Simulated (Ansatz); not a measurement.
A single helical Se chain, stretched and compressed along its axis from its relaxed period of 4.917 Å, atoms relaxed at each length.

Computed with PBE+D3(BJ) (plane waves to 420 eV, PAW; Ansatz, an electronic-structure program). Mesh 1×1×62. No spin polarisation, so a magnetic state wasn't tested. One-dimensional cell, images about 11 Å apart. An idealised model. Symmetry and one short period hold its shape; lower forms weren't sought. Pairing along the axis, which can open a gap, is among the distortions not tried. Values not marked SOC lack spin–orbit coupling. Buckling under compression is shut out by symmetry and the short period. Energies are free energies at a Fermi–Dirac width of 0.02 eV, from the unstrained cell.

```
strain (%)  energy (meV a period)  axial force (nN)  PBE gap (eV)
----------  ---------------------  ----------------  ------------
-3.0                          +19             -0.41          2.25
-1.5                           +5             -0.21          2.21
0.0                             0              0.00          2.09
+1.5                          ___               ___           ___
+3.0                          ___               ___           ___
```

Problem. Complete the blanks.

Solution. 
- +1.5, energy (meV a period): +5
- +1.5, axial force (nN): +0.20
- +1.5, PBE gap (eV): 1.93
- +3.0, energy (meV a period): +18
- +3.0, axial force (nN): +0.39
- +3.0, PBE gap (eV): 1.76
